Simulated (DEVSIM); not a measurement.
Structure: Au/SiO2/p-Si capacitor, at 300 K.

```tsv
layer (left to right)	material	thickness (nm)	Na (cm⁻³)
1	SiO2	11.0	-
2	Si	920	3.9e17
```

Metal gate on the left, work function 5.1 eV. Fixed charge at the semiconductor interface -8.9e10 cm⁻² (in units of +e); no interface traps.

The device is made up for the run: typed textbook-type constants, with dimensions and the other settings drawn at random. Values at 300 K.

```tsv
parameter	SiO2	Si
gap (eV)	9	1.124
affinity (eV)	0.9	4.05
permittivity	3.9	11.7
Nc (cm⁻³)	-	2.86e19
Nv (cm⁻³)	-	3.1e19
```

Simulated with DEVSIM: 1D Poisson equation in equilibrium, Boltzmann statistics, complete ionisation; no quantum confinement or tunnelling. Metal contacts follow the ideal Schottky-Mott rule: no Fermi-level pinning, no interface dipoles.

The SiO2 thickness was swept, all else fixed.

```csv
SiO2 thickness (μm),minimum of the low-frequency capacitance (μF/cm²),capacitance of the dielectric stack (μF/cm²),flat-band voltage (V)
0.0044,0.167,0.785,0.06
0.006,…,0.576,0.06
0.0077,0.143,0.448,0.07
0.0093,0.137,0.371,0.08
0.011,0.127,0.314,0.08
0.013,0.118,0.266,0.09
```

Question: Some entries are withheld; supply them.

Answer: 
- 0.006, minimum of the low-frequency capacitance (μF/cm²): 0.153
